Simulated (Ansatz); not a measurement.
Bond-angle distributions (per cent of the angles at each element, bins of 10°) of a relaxed model of amorphous hafnium silicate (Hf$_{18}$O$_{38}$Si) at 8.46 g/cm³. The numbers are results of PBE, scalar-relativistic without spin-orbit coupling (plane waves to 420 eV, PAW; Ansatz, a first-principles code), not measurements.

A CHGNet melt-quench gave the starting glass, which DFT then relaxed. O atoms were pushed apart under 1.9 Å during the dynamics, to hinder bonds among them. The hot cell started wider than the set density and was brought back towards it in steps. It is the lowest in DFT energy of 2 quenches. It is a model cell: composition and starting density were chosen by hand, and all elements were melted together. No dispersion term was used. Its density started from a set value of 8.61 and ended at 8.46 g/cm³. Cooling (nominally 380 K/ps over its main leg) ran many orders faster than in experiment, which tends to leave more defects and strain. One small periodic cell is one sample of the glass; other quenches scatter about these values. Volume and shape were free in the relaxation.

Bonds are counted up to Hf-Hf 3.34 Å, Hf-O 2.62 Å, Hf-Si 2.89 Å, O-O 1.58 Å, O-Si 2.12 Å, Si-Si 2.60 Å. Two cations that share two anions don't count as bonded, nor two that share one unless they lie closer than Hf-Hf 3.25 Å, Hf-Si 2.81 Å, Si-Si 2.38 Å.

```json
[
 {"angle (°)": "50-60", "at Hf": "0", "at O": "0"},
 {"angle (°)": "60-70", "at Hf": "4", "at O": "0"},
 {"angle (°)": "70-80", "at Hf": "24", "at O": "0"},
 {"angle (°)": "80-90", "at Hf": "21", "at O": "3"},
 {"angle (°)": "90-100", "at Hf": "10", "at O": "22"},
 {"angle (°)": "100-110", "at Hf": "6", "at O": "34"},
 {"angle (°)": "110-120", "at Hf": "7", "at O": "8"},
 {"angle (°)": "120-130", "at Hf": "6", "at O": "10"},
 {"angle (°)": "130-140", "at Hf": "8", "at O": "9"},
 {"angle (°)": "140-150", "at Hf": "8", "at O": "8"},
 {"angle (°)": "150-160", "at Hf": "6", "at O": "5"},
 {"angle (°)": "160-170", "at Hf": "1", "at O": "0"},
 {"angle (°)": "170-180", "at Hf": "1", "at O": "1"}
]
```

They go with these counts of neighbours within the cut-offs, cation contacts included: Hf mean 6.1, most often 6; O mean 3.0, most often 3.
